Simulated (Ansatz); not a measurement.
**NaReO3: response to strain**

Consider NaReO3 in the cubic perovskite structure (space group Pm-3m, No. 221; a cell from a computed database, its experimental status unchecked).

```
CELL_PARAMETERS angstrom
      3.83731     0.00000     0.00000
      0.00000     3.83731     0.00000
      0.00000     0.00000     3.83731
ATOMIC_POSITIONS crystal
  Na 0.00000 0.00000 0.00000
  Re 0.50000 0.50000 0.50000
  O  0.50000 0.50000 0.00000
  O  0.00000 0.50000 0.50000
  O  0.50000 0.00000 0.50000
```

Cartesian axes are those of the cell as printed.

Strains are applied to the cell and any free atomic positions relax; under biaxial strain the out-of-plane vector relaxes too.

Calculations: PBEsol (Ansatz, an electronic-structure program), scalar-relativistic without spin-orbit coupling.

Notes on the quantities. pressure: mean of the normal stresses, compression positive.

| variant | space group | volume per atom | pressure |
|---|---|---|---|
| base | Pm-3m (No. 221) | 11.30 Å³ | 0.0 GPa |
| biaxial strain −2.07 %, plane normal [110], relaxed out of plane | Cmmm (No. 65) | 11.05 Å³ | 5.5 GPa |
| isotropic strain +1.27 % | Pm-3m (No. 221) | 11.74 Å³ | -8.0 GPa |
| uniaxial strain ε_yy = +0.92 % | P4/mmm (No. 123) | 11.40 Å³ | -2.0 GPa |
| tensor shear ε_xz = +2.91 % | Cmmm (No. 65) | 11.29 Å³ | 0.0 GPa |

Without a gap, meshes like the base's 12×12×12 leave anisotropic stresses uncertain by several tenths of a GPa, and small strain energies with them. No phonon test of stability was made. No Hubbard U is applied, and correlation can decide whether such a compound is a metal. All final runs are without spin polarisation. Many cubic perovskites are stable only at high temperature; tilts and polar distortions were not tested.
